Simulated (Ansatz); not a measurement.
Worked calculations on one periodic cell of amorphous Al₂₈O₄₅W: Al28O45W, 74 atoms, volume 816.3 Å³, made by a melt-quench on the CHGNet potential and relaxed with DFT. O atoms were pushed apart under 1.9 Å during the dynamics, to hinder bonds among them. It is a model cell: composition and starting density were chosen by hand, and all elements were melted together. Cycles of charging were run to anneal it. The numbers are results of PBE, scalar-relativistic without spin-orbit coupling (plane waves to 420 eV, PAW; Ansatz, a program for electronic structure), not measurements. Sampling: a 2×2×2 Γ-centred mesh; Fermi-Dirac width 0.02 eV; no spin polarisation. Its volume was relaxed, its shape was free, and it stands at a mean pressure of 0.5 GPa with stress components up to 0.9 GPa; the relaxation ran on the zone centre alone. Its density went from a set 3.36 to 3.38 g/cm³. The cell is small and was quenched far faster than a real film, so it is one sample of the glass.

Question: Count formal charges (Al +3, O -2, W +6). What does the count lead one to expect at the Fermi level, and what does the calculation give?

Answer: 28 × (+3) + 45 × (-2) + 1 × (+6) = 0. The charges balance, so the anion-derived valence states can be full and a gap can open. On this mesh the highest filled and lowest empty level lie 3.08 eV apart; localised defect or tail levels set that (at the zone centre the more localised edge state sits most on one W atom with neighbours O 1.82 Å, O 1.87 Å, O 1.87 Å, O 1.91 Å, O 2.09 Å, O 2.10 Å), and the nearest spread-out levels lie 4.0 eV apart.

Four energies for an added electron at PBE on the zone centre alone (charged cells in a uniform background, spin-polarised): neutral at the neutral geometry -51062.310 eV; charged at the neutral geometry -51053.522 eV; charged and relaxed -51053.790 eV; neutral at the charged geometry -51061.451 eV.

Question: Find the two relaxation energies and their sum, the reorganisation energy.

Answer: On charging: -51053.522 − (-51053.790) = 0.268 eV. On discharging: -51061.451 − (-51062.310) = 0.859 eV. The sum is 1.127 eV. The carrier's level spreads over 4 of the 74 atoms' worth, so it counts as localised, most on one W atom with neighbours O 1.82 Å, O 1.87 Å, O 1.87 Å, O 1.91 Å, O 2.09 Å, O 2.10 Å (neutral geometry). The values are uncorrected: the image energy of a point charge in this cell, 2.84 × 14.40 / (2 × 9.3) = 2.2 eV before screening, is screened by electrons alone at the fixed geometry and by ions too after relaxing, and the carrier can be spread before it relaxes, so each term can be off by up to that value times 1/ε∞, some tenths of an eV. PBE's self-interaction favours spread-out carriers, so a hybrid can localise more.

Four energies for a hole at PBE on the zone centre alone (charged cells in a uniform background, spin-polarised): neutral at the neutral geometry -51062.310 eV; charged at the neutral geometry -51067.537 eV; charged and relaxed -51067.775 eV; neutral at the charged geometry -51061.725 eV.

Question: Find the two relaxation energies and their sum, the reorganisation energy.

Answer: On charging: -51067.537 − (-51067.775) = 0.238 eV. On discharging: -51061.725 − (-51062.310) = 0.585 eV. The sum is 0.823 eV. The carrier's level spreads over 5 of the 74 atoms' worth, so it counts as localised, most on one O atom with neighbours Al 1.84 Å, Al 1.87 Å, Al 1.96 Å (neutral geometry). The values are uncorrected: the image energy of a point charge in this cell, 2.84 × 14.40 / (2 × 9.3) = 2.2 eV before screening, is screened by electrons alone at the fixed geometry and by ions too after relaxing, and the carrier can be spread before it relaxes, so each term can be off by up to that value times 1/ε∞, some tenths of an eV. PBE's self-interaction favours spread-out carriers, so a hybrid can localise more.
